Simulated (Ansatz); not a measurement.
Take Zr in the hcp (Mg type) structure (space group P6_3/mmc, No. 194; a = 3.185 Å, c = 5.117 Å) as the base.

Structures relaxed with PBEsol/PAW in Ansatz (a quantum-chemistry and plane-wave program), without spin-orbit coupling, earlier PAW set.

Base:

Simulated powder pattern, Cu Kα, λ = 1.54184 Å (kinematic, ideal powder, no thermal factors, no anomalous dispersion; the 10 strongest lines at most, above 2 %, up to 2θ = 90°):

| 2θ (°) | I/Imax (%) | hkl |
|---|---|---|
| 32.46 | 24 | (100) |
| 35.07 | 26 | (002) |
| 37.03 | 100 | (101) |
| 48.53 | 15 | (102) |
| 57.91 | 18 | (110) |
| 64.20 | 19 | (103) |
| 69.53 | 20 | (112) |
| 70.76 | 15 | (201) |
| 78.85 | 3.6 | (202) |
| 83.25 | 3.2 | (104) |

Now apply this change: every Zr is replaced by La, then cell and atoms are relaxed.

After the change:

Simulated powder pattern, Cu Kα, λ = 1.54184 Å (kinematic, ideal powder, no thermal factors, no anomalous dispersion; the 10 strongest lines at most, above 2 %, up to 2θ = 90°):

```json
[
 {"2θ (°)": "28.30", "I/Imax (%)": "23", "hkl": "(100)"},
 {"2θ (°)": "29.77", "I/Imax (%)": "27", "hkl": "(002)"},
 {"2θ (°)": "32.06", "I/Imax (%)": "100", "hkl": "(101)"},
 {"2θ (°)": "41.54", "I/Imax (%)": "16", "hkl": "(102)"},
 {"2θ (°)": "50.10", "I/Imax (%)": "19", "hkl": "(110)"},
 {"2θ (°)": "54.30", "I/Imax (%)": "22", "hkl": "(103)"},
 {"2θ (°)": "59.37", "I/Imax (%)": "22", "hkl": "(112)"},
 {"2θ (°)": "60.73", "I/Imax (%)": "16", "hkl": "(201)"},
 {"2θ (°)": "82.51", "I/Imax (%)": "14", "hkl": "(211)"},
 {"2θ (°)": "83.48", "I/Imax (%)": "8.8", "hkl": "(114)"}
]
```

The indices refer to each structure's own conventional cell; one index is shown for lines that coincide.

Stability against distortions was not tested. All final runs are without spin polarisation.
